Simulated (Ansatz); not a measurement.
An Ansatz (a program for electronic structure) run: a single point on Ir with a change (pressure 4.2 GPa), its geometry relaxed with PBEsol; r2SCAN/PAW in Ansatz, no SOC.

Input:

Ansatz 0.2 input:
```yaml
crystal:
  lattice:
    - [0, 1.9084877069, 1.9084877069]
    - [1.9084877069, 0, 1.9084877069]
    - [1.9084877069, 1.9084877069, 0]
  atoms:
    - { symbol: Ir, position: [0, 0, 0] }
basis: { ecutwfc: 500, ecutrho_ratio: 4, xc_grid: 4, fft_grid_basis: typed }
kpoints: { mp_grid: { grid: [21, 21, 21] } }
hamiltonian:
  xc: r2scan
  dispersion: none
  pseudopotentials: { kind: paw }
scf: { occupations: { method: fermi_dirac, width: 0.05 }, convergence: { dr2_threshold: 0.0000000001 } }
output: { forces: true, stress: true }
checkpoint: { write: state.ck, write_every: 1000 }
```

Output:

```
WARN ansatz: RAYON_NUM_THREADS=2 ignored (pool sized by the plan → 2); use --threads N
Pseudopotentials: kind: paw
Pseudopotential: Ir, paw, valence charge 17
Functional definition: r2SCAN
Crystal: 1 atoms, lattice volume = 13.903 Å³
Basis set: ecut = 500 eV, 339 PW (Γ), exchange–correlation on 80×80×80 points (64 copies of the dense FFT grid, shifted against one another)
Bands: 13, of which v1, the nominal top of the filled ones, is band 9 counted from 1 (8 counted from 0)
Symmetry: 48 space group operations
Space group: Fm-3m (ITA 225), of the structure as read, at distance tolerance 2.4e-5 Å
k-points: 286 of 9261
PAW frozen core: Ir, regenerated for the run's functional
Initial density: superposition of atomic densities (neutral atoms: chi_scale 0, normalization atom), corrected by the library's trained network
Initial wavefunctions: pseudopotential atomic-orbital guess
Eigensolver: davidson
Functional: x = r2scan, c = r2scan; τ floored in thin density (d = 2e-4 eV/Å³)
SCF iter   1: F=—  HF=-11948.690760 eV  |F-HF|=—  |Δ(HF+E_count)|=         —  Δρ=1.14e-2  dr2=8.37e-3  dr2_τ=4.05e-2  ethr=1.77e-3  ⟨swp⟩=5.4  Hψ=21605  notcnv=0
all-band conjugate gradients solve this SCF's bands
preconditioner: auto → none
SCF iter   2: F=—  HF=-11948.718604 eV  |F-HF|=—  |Δ(HF+E_count)|=   2.78e-2  Δρ=5.20e-3  dr2=8.87e-4  dr2_τ=4.72e-4  ethr=4.93e-5  ⟨swp⟩=2.0  Hψ=8557  notcnv=0  defer=13
SCF iter   3: F=—  HF=-11948.719253 eV  |F-HF|=—  |Δ(HF+E_count)|=   6.49e-4  Δρ=1.63e-3  dr2=8.14e-5  dr2_τ=2.58e-5  ethr=5.22e-6  ⟨swp⟩=2.0  Hψ=4864  notcnv=0  defer=13
SCF iter   4: F=—  HF=-11948.719330 eV  |F-HF|=—  |Δ(HF+E_count)|=   7.72e-5  Δρ=1.28e-4  dr2=7.97e-7  dr2_τ=1.02e-7  ethr=4.79e-7  ⟨swp⟩=2.3  Hψ=5364  notcnv=0  defer=13
SCF iter   5: F=—  HF=-11948.719327 eV  |F-HF|=—  |Δ(HF+E_count)|=   3.34e-6  Δρ=3.17e-5  dr2=8.82e-8  dr2_τ=1.28e-8  ethr=4.69e-9  ⟨swp⟩=2.1  Hψ=5696  notcnv=0  defer=13
SCF iter   6: F=—  HF=-11948.719327 eV  |F-HF|=—  |Δ(HF+E_count)|=   2.24e-8  Δρ=8.80e-6  dr2=7.27e-9  dr2_τ=6.16e-10  ethr=5.19e-10  ⟨swp⟩=2.0  Hψ=5031  notcnv=0  defer=13
SCF iter   7: F=—  HF=-11948.719327 eV  |F-HF|=—  |Δ(HF+E_count)|=   3.23e-9  Δρ=1.56e-6  dr2=2.46e-10  dr2_τ=2.50e-11  ethr=4.28e-11  ⟨swp⟩=2.0  Hψ=5012  notcnv=0  defer=13
SCF iter   8: F=-11948.719327 eV  HF=-11948.719327 eV  |F-HF|=1.82e-12  |Δ(HF+E_count)|=  1.82e-10  Δρ=1.77e-7  dr2=2.97e-12  dr2_τ=2.27e-13  ethr=1.00e-12  ⟨swp⟩=4.1  Hψ=11837  notcnv=0
SCF 1 converged in 8 iterations: F = -11948.719327 eV  dr2 = 2.97e-12
SCF converged after 8 iterations
Free energy (F): -11948.719327 eV
Harris-Foulkes:  -11948.719327 eV  (|F-HF|=1.82e-12)
Internal energy: -11948.711742 eV  (E = F + TS)
E sigma→0 (E₀):  -11948.715534 eV
Entropy (-TS):   -0.007585 eV (-7.585 meV/atom)
Fermi energy:    26.174509 eV
--- Per-component energies (eV) ---
  E_band       = -92.347955
  E_kinetic    = 624.559374
  E_local      = -1046.195940  (includes V_loc(G=0)·N_el)
  E_nonlocal   = 74.010806
  E_hartree    = 404.268512
  E_xc         = -255.879538
  E_vxc        = -334.168189  (∫ρ·V_xc dr)
  E_paw        = -9249.811034  (= ΣΔE_a)
  E_vpaw       = -239.822877  (= ΣTr[D̂ρ^β])
  E_aug_tail   = -0.000007  (compensation charges beyond the density's cutoff)
  E_vtau       = 20.731903  (kinetic-family band-sum trace: ∫τ·v_τ [+ j·A + Jᵃ·Aᵃ] dr)
  E_ewald      = -2499.347021
  E_core_change = -0.316894  (= ΣΔE_core)
  E_smearing   = -0.007585  (= −TS)
  E_closure    = 0.000000  (closes the sum)
  Σ components = -11948.719327   (vs F -11948.719327, Δ=0.00e0)
  [band-id]    e_kinetic+e_local+e_nonlocal+2·e_hartree+e_vxc+e_vpaw+e_augmentation_tail+e_vtau = -92.347907   (vs E_band -92.347955, Δ=4.72e-5)
--- Forces (eV/Å), atoms counted from 1 ---
  atom   1  Ir    -0.00000000    -0.00000000     0.00000000
  max |Σ_I F_I| component: 6.16e-32 eV/Å
--- Stress (GPa, compression-positive) ---
        8.557044       0.000000       0.000000
        0.000000       8.557044       0.000000
        0.000000      -0.000000       8.557044
  P = ⅓ Tr σ = 8.5570 GPa (85.570 kbar)
  The stress holds the Pulay correction. Without it, at fixed plane waves, as pw.x and ABINIT print it: P = 8.4371 GPa
  The stress includes an estimate of the error left by incomplete SCF convergence (largest component -0.0002 GPa).
--- Band table ---
  band table: none
```

Single points use the geometry relaxed with PBEsol. Load acts through the strain it causes; cell and atoms are relaxed under it. Whether these cells are dynamically stable was not tested. All final runs are without spin polarisation. The cell was made from Ir in the fcc (Cu type) structure (space group Fm-3m, No. 225) by this change: pressure 4.2 GPa.
